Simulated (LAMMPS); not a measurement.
System: CeO2 (fluorite), 324 atoms, at 1620 K and 0 GPa, heated as the crystal.

Method: classical MD, Buckingham potential of Woodley, Battle, Gale and Catlow, Phys. Chem. Chem. Phys. 1, 2535 (1999), used with rigid ions (no shells), PPPM sums, short-range terms cut at 10 Å, modified for these runs by an r^-4 repulsive force inside the short-range force's maximum (LAMMPS).

Starting crystal:

Space group Fm-3m (No. 225); a = b = c = 5.4100 Å, α = β = γ = 90.00°

```csv
atom,site,symmetry,x,y,z
Ce,4a,m-3m,0.0000,0.0000,0.0000
O,8c,-43m,0.2500,0.2500,0.2500
```

### Question
Predict the most common O-Ce-O angle, the mean frequency of the velocity spectrum, the enthalpy per atom.

### Answer
most common O-Ce-O angle: in the 3° bin centred on 70.5° (mean of all 102°); mean frequency of the velocity spectrum: 12.0 THz; enthalpy per atom: -34.611 ± 0.001 eV.

Caution: the potential ionic pair potential woodley1999 is fitted for structure prediction of static crystals.
